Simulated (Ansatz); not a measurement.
The boundary is one mirror-built cell; no search for the lowest one was made.

System: Σ5 (310) symmetric tilt boundary in bcc W; relaxed on a coarser mesh with the in-plane cell held.

```
W
1.0
    3.18360     0.00000     0.00000
    1.59180     5.03371     0.00000
    0.00000     0.00000    38.90712
W
38
Direct
  0.99794   0.00412   0.02560
  0.70061   0.59879   0.05849
  0.40059   0.19882   0.08083
  0.09904   0.80191   0.10764
  0.80147   0.39706   0.13372
  0.50000   0.00000   0.15908
  0.20000   0.60000   0.18498
  0.90000   0.20000   0.21087
  0.60000   0.80000   0.23676
  0.30000   0.40000   0.26266
  0.00000   0.00000   0.28855
  0.70000   0.60000   0.31444
  0.40000   0.20000   0.34034
  0.10000   0.80000   0.36623
  0.80000   0.40000   0.39213
  0.49853   0.00294   0.41749
  0.20096   0.59809   0.44357
  0.89941   0.20118   0.47038
  0.59939   0.80121   0.49271
  0.30206   0.39588   0.52560
  0.59939   0.80121   0.55849
  0.89941   0.20118   0.58083
  0.20096   0.59809   0.60764
  0.49853   0.00294   0.63372
  0.80000   0.40000   0.65908
  0.10000   0.80000   0.68498
  0.40000   0.20000   0.71087
  0.70000   0.60000   0.73676
  0.00000   0.00000   0.76266
  0.30000   0.40000   0.78855
  0.60000   0.80000   0.81444
  0.90000   0.20000   0.84034
  0.20000   0.60000   0.86623
  0.50000   0.00000   0.89213
  0.80147   0.39706   0.91749
  0.09904   0.80191   0.94357
  0.40059   0.19882   0.97038
  0.70061   0.59879   0.99271
```

The resistance of the junction is A R = A (h/e²)[1/T − 1/(2N₁) − 1/(2N₂)] a spin, with T the transmission and N₁, N₂ the leads' channels in a cell of area A; the spins conduct in parallel.

Values are means of three energies within 0.05 eV of the Fermi level, on a potential converged at a Fermi-Dirac width of 0.05 eV. Resistances leave out the leads' Sharvin resistance. Spin-orbit coupling is left out.

### Question
Estimate the specific resistance of the junction and the share of channels that pass that PBE run with Ansatz (an electronic-structure program) returns for this system.

### Answer
AR = 1.1 × 10⁻¹⁵ Ω m²; 50 % of the channels of the narrower lead pass.
